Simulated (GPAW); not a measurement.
## GPAW run on LuNi₄Sn (F-43m, 6 atoms in the cell): self-consistent single point

Level of theory: LDA (Perdew-Wang 92), GPAW PAW datasets LDA (gpaw-data 1.0.1) (plane waves; GPAW).

Input as run:

```python
from ase import Atoms
from ase.units import GPa
from gpaw import GPAW, PW

atoms = Atoms(['Lu', 'Ni', 'Ni', 'Ni', 'Ni', 'Sn'],
              cell=[[0.000000, 3.482187, 3.482187],
                    [3.482187, 0.000000, 3.482187],
                    [3.482187, 3.482187, 0.000000]],
              scaled_positions=[[0.000000, 0.000000, 0.000000],
                                [0.624790, 0.624790, 0.624790],
                                [0.125630, 0.624790, 0.624790],
                                [0.624790, 0.624790, 0.125630],
                                [0.624790, 0.125630, 0.624790],
                                [0.250000, 0.250000, 0.250000]],
              pbc=True)

calc = GPAW(mode=PW(850),
            xc='LDA',
            kpts={'size': (6, 6, 6), 'gamma': True},
            occupations={'name': 'methfessel-paxton', 'width': 0.136, 'order': 0},
            nbands=-12,
            convergence={'forces': 0.001},
            symmetry={'symmorphic': False, 'tolerance': 0.0005},
            maxiter=150,
            txt='-')

atoms.calc = calc

energy = atoms.get_potential_energy()
print('Energy (eV):', round(energy, 6))
forces = atoms.get_forces()
print('Forces (eV/Ang):')
print(forces.round(5))
stress = atoms.get_stress()
print('Stress (GPa, Voigt):', (stress / GPa).round(4))
```

Output, abridged:

```
Input parameters:
  convergence: {forces: 0.001}
  kpts: {gamma: True,
         size: (6, 6, 6)}
  maxiter: 150
  mode: {ecut: 850.0,
         name: pw}
  nbands: -12
  occupations: {name: methfessel-paxton,
                order: 0,
                width: 0.136}
  symmetry: {symmorphic: False,
             tolerance: 0.0005}

species:
  Lu:
    name: Lutetium
    Z: 71.0
    valence: 25
    core: 46
    charge: 0.0
    file: Lu.LDA.gz

    # Using partial waves for Lu as LCAO basis

  Ni:
    name: Nickel
    Z: 28.0
    valence: 16
    core: 12
    charge: 0.0
    file: Ni.LDA.gz

    # Using partial waves for Ni as LCAO basis

  Sn:
    name: Tin
    Z: 50.0
    valence: 14
    core: 36
    charge: 0.0
    file: Sn.LDA.gz

    # Using partial waves for Sn as LCAO basis

Reference energy: -729115.129365  # eV

Spin-paired calculation

Convergence criteria:
 Maximum [total energy] change in last 3 cyles: 0.0005 eV / valence electron
 Maximum integral of absolute [dens]ity change: 0.0001 electrons / valence electron
 Maximum integral of absolute [eigenst]ate change: 4e-08 eV^2 / valence electron
 Maximum change in the atomic [forces] across last 2 cycles: 0.001 eV/Ang OR
Maximum error relative to the maximum force is below inf
 Maximum number of scf [iter]ations: 150

Symmetries present (total): 24
Symmetries with fractional translations: 0
216 k-points: 6 x 6 x 6 Monkhorst-Pack grid + [1/12,1/12,1/12]
16 k-points in the irreducible part of the Brillouin zone
       k-points in crystal coordinates                weights
   0:     0.00000000    0.00000000    0.00000000          1/216
   1:     0.16666667    0.16666667    0.00000000          6/216
   2:     0.16666667    0.16666667    0.16666667          8/216
   [... 7 lines left out ...]
          ...
  15:     0.50000000    0.50000000    0.50000000          4/216

Wave functions: Plane wave expansion
  Cutoff energy: 850.000 eV
  Number of coefficients (min, max): 4693, 4800
  Pulay-stress correction: 0.000000 eV/Ang^3 (de/decut=0.000000)

Occupation numbers: Methfessel-Paxton:
  width: 0.1360  # eV
  order: 0

Eigensolver

Densities:
  Coarse grid: 35*35*35 grid
  Fine grid: 70*70*70 grid
  Total Charge: 0.000000

Density mixing:
  Method: separate
  Backend: pulay
  Linear mixing parameter: 0.05
  old densities: 5
  Damping of long wavelength oscillations: 50

Hamiltonian:
  XC and Coulomb potentials evaluated on a 70*70*70 grid
  External potential:
    NoExternalPotential

Number of atoms: 6
Number of atomic orbitals: 77
Number of bands in calculation: 63
Number of valence electrons: 103
Bands to converge: occupied

Density initialized from atomic densities
  63 bands from LCAO basis set

Atomic positions and initial magnetic moments

Positions:
   0 Lu     0.000000    0.000000    0.000000    ( 0.0000,  0.0000,  0.0000)
   1 Ni     4.351271    4.351271    4.351271    ( 0.0000,  0.0000,  0.0000)
   2 Ni     4.351271    2.613103    2.613103    ( 0.0000,  0.0000,  0.0000)
   3 Ni     2.613103    2.613103    4.351271    ( 0.0000,  0.0000,  0.0000)
   4 Ni     2.613103    4.351271    2.613103    ( 0.0000,  0.0000,  0.0000)
   5 Sn     1.741094    1.741094    1.741094    ( 0.0000,  0.0000,  0.0000)

Unit cell:
           periodic     x           y           z      points  spacing
  1. axis:    yes    0.000000    3.482187    3.482187    35     0.1149
  2. axis:    yes    3.482187    0.000000    3.482187    35     0.1149
  3. axis:    yes    3.482187    3.482187    0.000000    35     0.1149

  Lengths:   4.924556   4.924556   4.924556
  Angles:   60.000000  60.000000  60.000000

Effective grid spacing dv^(1/3) = 0.1254

     iter     time        total  log10-change:
                         energy   eigst   dens  force
iter:   1 --:--:--   -49.118225
iter:   2 --:--:--   -47.253595   -0.40  -1.54
iter:   3 --:--:--   -45.992646   -0.85  -1.65
iter:   4 --:--:--   -45.925221   -1.75  -1.77
iter:   5 --:--:--   -45.692010   -1.60  -1.91
iter:   6 --:--:--   -45.726075   -2.70  -2.24
iter:   7 --:--:--   -45.755721   -2.21  -2.28
iter:   8 --:--:--   -45.732029c  -3.16  -2.97
iter:   9 --:--:--   -45.731064c  -4.08  -2.92
iter:  10 --:--:--   -45.726047c  -3.26  -3.14
iter:  11 --:--:--   -45.726183c  -4.64  -3.44
iter:  12 --:--:--   -45.726072c  -5.81  -3.58
iter:  13 --:--:--   -45.725135c  -4.29  -3.63
iter:  14 --:--:--   -45.725141c  -5.72  -3.88
iter:  15 --:--:--   -45.725131c  -6.89  -3.92
iter:  16 --:--:--   -45.725121c  -5.64  -3.96
iter:  17 --:--:--   -45.725113c  -6.53  -4.25c
iter:  18 --:--:--   -45.725111c  -7.61c -4.38c
iter:  19 --:--:--   -45.725104c  -6.40  -4.50c
iter:  20 --:--:--   -45.725106c  -7.51c -4.75c -2.98
iter:  21 --:--:--   -45.725105c  -7.81c -4.81c -2.69
iter:  22 --:--:--   -45.725104c  -8.60c -4.96c -3.85c

Converged after 22 iterations.

Dipole moment: (-9.286669, -9.286669, -9.286669) |e|*Ang

Energy contributions relative to reference atoms: (reference = -729115.129365)

Kinetic:        +13.142259
Potential:       -3.467529
External:        +0.000000
XC:             -55.526845
Entropy (-ST):   -0.049344
Local:           +0.151683
SIC:             +0.000000
--------------------------
Free energy:    -45.749776
Extrapolated:   -45.725104

Showing only first 2 kpts
 Kpt  Band  Eigenvalues  Occupancy
  0    49      8.91801    2.00000
  0    50      9.62335    0.37057
  0    51      9.62335    0.37057
  0    52      9.62335    0.37057

  1    49      8.90644    2.00000
  1    50      9.21006    1.99933
  1    51      9.78282    0.01066
  1    52      9.78282    0.01066

Fermi level: 9.53724

No gap
No difference between direct/indirect transitions
Energy (eV): -45.725104

Forces in eV/Ang:
  0 Lu   -0.00000    0.00000    0.00000
  1 Ni   -0.00054   -0.00054   -0.00054
  2 Ni   -0.00054    0.00054    0.00054
  3 Ni    0.00054    0.00054   -0.00054
  4 Ni    0.00054   -0.00054    0.00054
  5 Sn   -0.00000    0.00000    0.00000

Stress tensor:
     0.056921     0.000000     0.000000
     0.000000     0.056921    -0.000000
     0.000000    -0.000000     0.056921
Stress (GPa, Voigt): [ 9.1198  9.1198  9.1198 -0.      0.      0.    ]
```

The run converged in 22 iterations. GPAW prints stress with tension positive.

The starting cell comes from a database of computed structures (which also holds hypothetical and non-ambient phases and stackings), without a prior relaxation at this level. Its lattice was rescaled by a random factor within 2.5 % of one. Spin-orbit coupling is off. Spin polarisation is off. With a pressure of about -9 GPa the cell is away from its equilibrium volume at this level.

Cost on one core of a shared machine: roughly 2 min.
